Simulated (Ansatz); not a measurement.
ZrC under a change: biaxial strain +2.50 %, plane normal [111], relaxed out of plane

Start from ZrC in the rock salt structure (space group Fm-3m, No. 225; a = 4.669 Å; relaxed with 0.1 eV smearing). Axes: x, y, z lie along the cube axes.

Perturbation: tensile biaxial strain of 2.50 % in the plane normal to [111], as in epitaxy on a mismatched substrate; the out-of-plane cell vector and the atoms relax.

Level of theory: Ansatz (a program for electronic structure) PBEsol, no spin-orbit coupling. Γ-centred 21×21×21 mesh, Fermi–Dirac width 0.1 eV.

- Volume per atom: 13.17 Å³ (base 12.72 Å³)
- Space group: R-3m (No. 166) (base Fm-3m (No. 225))
- Shortest interatomic distance: 236.2 pm (base 233.5 pm)
- Energy relative to the base (free energy F): +23 meV/atom
- Pressure (mean of the normal stresses, compression positive): -7.6 GPa (base 0.0 GPa)
- Band gap: zero (base zero)
- Out-of-plane strain: -1.49 %
- Ratio −ε⊥/ε∥: 0.59
- Mean in-plane stress (compression positive): -11.4 GPa

Final structure (turned so that z lies along the plane normal):

```yaml
crystal:
  lattice:
    - [3.38407, 0.00000, 0.00000]
    - [1.69204, 2.93069, 0.00000]
    - [1.69204, -0.97690, 2.65563]
  atoms:
    - { symbol: Zr, position: [0.00000, 0.00000, 0.00000] }
    - { symbol: C, position: [0.00000, 0.50000, 0.50000] }
```

Whether these cells are dynamically stable was not tested. The final runs are not spin-polarised.
